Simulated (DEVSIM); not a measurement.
Structure: abrupt GaAs p-n junction, at 300 K.

Layer 1 from the left is GaAs, thickness (μm) 1.10, Na (cm⁻³) 1.3e15, τn (s) 2.1e-8, τp (s) 2.1e-8. Layer 2 from the left is GaAs, thickness (μm) 0.730, Nd (cm⁻³) 1.2e17, τn (s) 2.1e-8, τp (s) 2.1e-8.

Left contact: ohmic. Right contact: ohmic. Voltage is applied to the left contact. Recombination: SRH at mid-gap, Auger. Mobility is μmin + (μ − μmin)/(1 + (N/Nref)^α).

Constants are typed, rounded textbook-type inputs, not results; the design itself was drawn at random and stands for no fabricated device. Values at 300 K.

GaAs: gap (eV) 1.424, affinity (eV) 4.07, permittivity 12.9, Nc (cm⁻³) 4.7e17, Nv (cm⁻³) 9e18, μn (cm²/Vs) 8500, μp (cm²/Vs) 400, μn,min 500, μp,min 20, Nref,n 6e16, Nref,p 1.5e17, αn 0.39, αp 0.38, Cn (cm⁶/s) 1e-30, Cp (cm⁶/s) 1e-30.

Model (solved in DEVSIM): 1D drift-diffusion, Boltzmann statistics, complete ionisation; no tunnelling, impact ionisation, image-force lowering or self-heating.

Task: What does the simulation give for the dark forward voltage at 1 A/cm², the dark forward voltage at 100 A/cm²?

Result: dark forward voltage at 1 A/cm² 0.878 V; dark forward voltage at 100 A/cm² 1.008 V.
